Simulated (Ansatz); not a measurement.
## Ansatz run on VIr₃ (P4mm, 4 atoms in the cell): self-consistent single point

Method: LDA (PW92), default PAW files made with PBE (plane waves; Ansatz, an electronic-structure program).

Input:

Ansatz 0.2 input:
```yaml
crystal:
  lattice:
    - [3.797736, 0.000000, 0.000000]
    - [0.000000, 3.797736, 0.000000]
    - [0.000000, 0.000000, 3.797736]
  atoms:
    - { symbol: V, position: [0.000000, 0.000000, 0.013166] }
    - { symbol: Ir, position: [0.500000, 0.500000, 0.000000] }
    - { symbol: Ir, position: [0.000000, 0.500000, 0.500000] }
    - { symbol: Ir, position: [0.500000, 0.000000, 0.500000] }
basis:
  ecutwfc: 420.0
kpoints:
  mp_grid:
    grid: [9, 9, 9]
hamiltonian:
  xc: lda
  pseudopotentials:
    kind: paw
scf:
  occupations:
    method: gaussian
    width: 0.1
output:
  forces: true
  eigenvalues: true
  stress: true
```

Output (repeated stretches shortened):

```
WARN ansatz: RAYON_NUM_THREADS=1 ignored (pool sized by the plan → 1); use --threads N
Pseudopotentials: kind: paw
Pseudopotential: V, paw, valence charge 13
Pseudopotential: Ir, paw, valence charge 17
Crystal: 4 atoms, lattice volume = 54.774 Å³
Basis set: ecut = 420 eV, 1045 PW (Γ)
Bands: 39, of which v1, the nominal top of the filled ones, is band 32 counted from 1 (31 counted from 0)
Symmetry: 8 space group operations
Space group: P4mm (ITA 99), of the structure as read, at distance tolerance 3.8e-5 Å
k-points: 75 of 729 (time reversal used)
PAW frozen core: V, regenerated for the run's functional, and the local potential with it
PAW frozen core: Ir, regenerated for the run's functional, and the local potential with it
Initial density: superposition of atomic densities (neutral atoms: chi_scale 0, normalization atom), corrected by the library's trained network
Initial wavefunctions: pseudopotential atomic-orbital guess
Eigensolver: davidson
Functional: x = slater, c = lda
SCF iter   1: F=—  HF=-37852.599991 eV  |F-HF|=—  |Δ(HF+E_count)|=         —  Δρ=1.65e-2  dr2=2.00e-1  ethr=1.77e-3  ⟨swp⟩=5.0  Hψ=9249  notcnv=0
all-band conjugate gradients solve this SCF's bands
preconditioner: auto → Kerker (q_TF=auto, 2.800 Å⁻¹)
SCF iter   2: F=—  HF=-37852.591522 eV  |F-HF|=—  |Δ(HF+E_count)|=   8.47e-3  Δρ=8.46e-3  dr2=5.55e-2  ethr=3.13e-4  ⟨swp⟩=2.0  Hψ=3791  notcnv=0  defer=7
SCF iter   3: F=—  HF=-37852.587981 eV  |F-HF|=—  |Δ(HF+E_count)|=   3.54e-3  Δρ=5.75e-4  dr2=8.46e-5  ethr=8.68e-5  ⟨swp⟩=1.2  Hψ=2854  notcnv=0  defer=7
SCF iter   4: F=—  HF=-37852.587988 eV  |F-HF|=—  |Δ(HF+E_count)|=   6.49e-6  Δρ=1.17e-4  dr2=8.25e-6  ethr=1.32e-7  ⟨swp⟩=2.0  Hψ=4255  notcnv=0  defer=10
SCF iter   5: F=—  HF=-37852.587985 eV  |F-HF|=—  |Δ(HF+E_count)|=   2.93e-6  Δρ=2.46e-5  dr2=4.95e-7  ethr=1.29e-8  ⟨swp⟩=2.0  Hψ=3969  notcnv=0  defer=10
SCF iter   6: F=—  HF=-37852.587985 eV  |F-HF|=—  |Δ(HF+E_count)|=   1.17e-7  Δρ=1.21e-5  dr2=1.18e-7  ethr=1.56e-10  ⟨swp⟩=7.5  Hψ=10406  notcnv=0
SCF iter   7: F=-37852.587985 eV  HF=-37852.587985 eV  |F-HF|=3.61e-9  |Δ(HF+E_count)|=   1.40e-8  Δρ=2.98e-6  dr2=4.72e-9  ethr=1.56e-10  ⟨swp⟩=3.2  Hψ=7816  notcnv=0
SCF 1 converged in 7 iterations: F = -37852.587985 eV  dr2 = 4.72e-9
SCF converged after 7 iterations
Free energy (F): -37852.587985 eV
Harris-Foulkes:  -37852.587985 eV  (|F-HF|=3.61e-9)
Internal energy: -37852.576869 eV  (E = F + TS)
E sigma→0 (E₀):  -37852.582427 eV
Entropy (-TS):   -0.011116 eV (-2.779 meV/atom)
Fermi energy:    23.766643 eV
--- Per-component energies (eV) ---
  E_band       = -404.374868
  E_kinetic    = 2207.754050
  E_local      = -4082.529345  (includes V_loc(G=0)·N_el)
  E_nonlocal   = 196.103979
  E_hartree    = 1626.492136
  E_xc         = -930.928785
  E_vxc        = -1067.568752  (∫ρ·V_xc dr)
  E_paw        = -27919.985243  (= ΣΔE_a)
  E_vpaw       = -911.118687  (= ΣTr[D̂ρ^β])
  E_aug_tail   = 0.000363  (compensation charges beyond the density's cutoff)
  E_ewald      = -8951.064981
  E_core_change = 1.580956  (= ΣΔE_core)
  E_smearing   = -0.011116  (= −TS)
  E_closure    = -0.000000  (closes the sum)
  Σ components = -37852.587985   (vs F -37852.587985, Δ=0.00e0)
--- Forces (eV/Å), atoms counted from 1 ---
  atom   1  V     -0.00000000     0.00000000    -0.14103002
  atom   2  Ir     0.00000000     0.00000000     0.13926382
  atom   3  Ir    -0.00000000     0.00000000     0.00088043
  atom   4  Ir     0.00000000     0.00000000     0.00088043
  max |Σ_I F_I| component: 5.34e-6 eV/Å
--- Stress (GPa, compression-positive) ---
       -7.014243       0.000000       0.000000
        0.000000      -7.014243       0.000000
        0.000000       0.000000      -6.853238
  P = ⅓ Tr σ = -6.9606 GPa (-69.606 kbar)
  The stress holds the Pulay correction. Without it, at fixed plane waves, as pw.x and ABINIT print it: P = -7.0177 GPa
--- Band table (eV; the first three rows and the last of 75) ---
  k-point 0: bands = ["-68.8668", "-68.7919", "-68.7884", "-40.4499", "-25.9512", "-25.9512", "-25.9496", "-25.5729", "-25.5718", "-25.5718", "-25.3568", "-25.3568", "-25.3550", "-14.6008", "-14.5983", "-14.5983", "13.4442", "16.2484", "16.8625", [...]
  k-point 1: bands = ["-68.8648", "-68.7918", "-68.7904", "-40.4499", "-25.9410", "-25.9410", "-25.9327", "-25.5747", "-25.5747", "-25.5740", "-25.3740", "-25.3644", "-25.3644", "-14.6042", "-14.5993", "-14.5993", "13.6259", "16.3737", "16.9316", [...]
  k-point 2: bands = ["-68.8592", "-68.7960", "-68.7918", "-40.4501", "-25.9132", "-25.9132", "-25.8838", "-25.5841", "-25.5841", "-25.5766", "-25.4282", "-25.3838", "-25.3838", "-14.6128", "-14.6016", "-14.6016", "14.1488", "16.7181", "17.1079", [...]
  k-point 74: bands = ["-68.8181", "-68.8163", "-68.8118", "-40.4486", "-26.1360", "-25.8826", "-25.8784", "-25.8777", "-25.4003", "-25.3973", "-25.3771", "-25.3732", "-25.3727", "-14.6072", "-14.6049", "-14.6041", "16.3784", "16.5045", "16.5052", [...]
```

The run converged in 7 iterations.

The starting cell comes from a database of computed structures (which also holds hypothetical and non-ambient phases and stackings), without a prior relaxation at this level. Its lattice was rescaled by up to half a per cent. One atom was moved a little off its site on purpose. Spin-orbit coupling is off. Spin polarisation is off. With a pressure of about -7 GPa the cell is away from its equilibrium volume at this level. Ansatz's pressure includes its estimate of the finite-basis (Pulay) stress.
